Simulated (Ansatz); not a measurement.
The parent structure is NaCl in the rock salt structure (space group Fm-3m, No. 225; a = 5.6077 Å). Axes: x, y, z lie along the cube axes.

Calculations: DFT with r2SCAN, PAW potentials and a 500 eV plane-wave cutoff in Ansatz (a program for electronic structure), no spin-orbit coupling.

Strains are applied to the cell and any free atomic positions relax; under biaxial strain the out-of-plane vector relaxes too.

One change was made to it. Results:

| quantity | base | after |
|---|---|---|
| pressure (mean of the normal stresses, compression positive) | 0.00 GPa | 0.59 GPa |
| band gap | 5.97 eV | 6.01 eV |
| valence-band top at Γ (three highest levels, from the VBM) | 0.00, 0.00, 0.00 eV | 0.00, 0.00, -0.13 eV |

Q: Name the change that was made.
(A) tensor shear ε_xy = −2.47 %
(B) biaxial strain −1.69 %, plane normal [111], relaxed out of plane
(C) biaxial strain −4.78 %, plane normal [001], relaxed out of plane
(D) biaxial strain +3.98 %, plane normal [001], relaxed out of plane
(E) strain tensor (xx, yy, zz, yz, xz, xy) = (−1.18, +1.18, +0.23, −1.07, +0.38, −0.26) %

A: B, biaxial strain −1.69 %, plane normal [111], relaxed out of plane. For comparison, the band gap in the other runs: biaxial strain +3.98 %, plane normal [001], relaxed out of plane gives 5.70 eV; strain tensor (xx, yy, zz, yz, xz, xy) = (−1.18, +1.18, +0.23, −1.07, +0.38, −0.26) % gives 5.91 eV; biaxial strain −4.78 %, plane normal [001], relaxed out of plane gives 6.30 eV; tensor shear ε_xy = −2.47 % gives 5.86 eV.

Stability against distortions was not tested.
